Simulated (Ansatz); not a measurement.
Given:

```
LuRbS2
1.0
    1.96617     1.13517     7.54511
   -1.96617     1.13517     7.54511
    0.00000    -2.27034     7.54511
Rb Lu S
1 1 2
Direct
  0.00000   0.00000   0.00000
  0.50000   0.50000   0.50000
  0.23025   0.23025   0.23025
  0.76975   0.76975   0.76975
```

The numbers are results of PBEsol, rigid bands (plane waves, PAW, scalar-relativistic; Ansatz, an electronic-structure program), not measurements. Geometry: cell and atoms relaxed with PBEsol.

### Question
What conductivity effective mass do dilute electrons have at 300 K?

### Answer
0.44 (x), 0.44 (y), 0.64 (z) mₑ.

### Question
Predict the hole conductivity mass (n e² τ/σ) at 300 K, by direction if it differs.

### Answer
0.53 (x), 0.53 (y), 4.0 (z) mₑ.

### Question
And the band gap?

### Answer
2.08 eV at this level; semilocal functionals usually fall short of the measured gap.

Rigid bands, one relaxation time for all states, no polarons. Spin-orbit coupling is left out; where it splits the top of the valence band it changes the hole mass and lowers the gap by about a third of the splitting.

Formula and space group known from diffraction (Crystallography Open Database), not checked to be the room-temperature form: RbLuS2 (R-3m).
